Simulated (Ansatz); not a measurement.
B20 (FeSi-type) FeGe was calculated with PBE-D3(BJ) (Ansatz, a quantum-chemistry and plane-wave program, plane waves, PAW).

Run with plane-wave cutoff 520 eV, 12×12×12 k mesh, Fermi–Dirac smearing 0.05 eV, spin-polarised with parallel moments, scalar-relativistic PAW data made under PBE.

Results at a series of volumes:

| V (Å³/atom) | E − E_lowest (meV/atom) | P (GPa) |
|---|---|---|
| 11.775 | 11.84 | 8.07 |
| 12.020 | 2.83 | 3.78 |
| 12.266 | 0.00 | -0.01 |
| 12.511 | 2.63 | -3.36 |
| 12.756 | 10.07 | -6.28 |

**Question.** What bulk modulus B0 and pressure derivative B′ does a third-order Birch–Murnaghan fit give?

**Answer.** V0 = 12.265 Å³/atom, B0 = 178 GPa, B′ = 5.3 (fit to the energies at full precision).

Shape and atoms are relaxed at each volume.

Measured, for comparison: bulk modulus 147 ± 3 GPa (82 K, zero-point motion not removed; as tabulated in Wilhelm et al. (2007), arXiv:cond-mat/0703031); equilibrium volume per atom 12.97 Å³/atom (295 K, no zero-point or thermal correction; as tabulated in Wilhelm et al. (2007), arXiv:cond-mat/0703031). Computed (rounded) less measured: bulk modulus +21 %, equilibrium volume per atom -5.5 %.

Note: the collinear magnetic order is the start's and need not be the measured one; the bulk modulus comes from volumes at which shape and atoms were relaxed.

The computed numbers hold no vibrational or temperature effects.
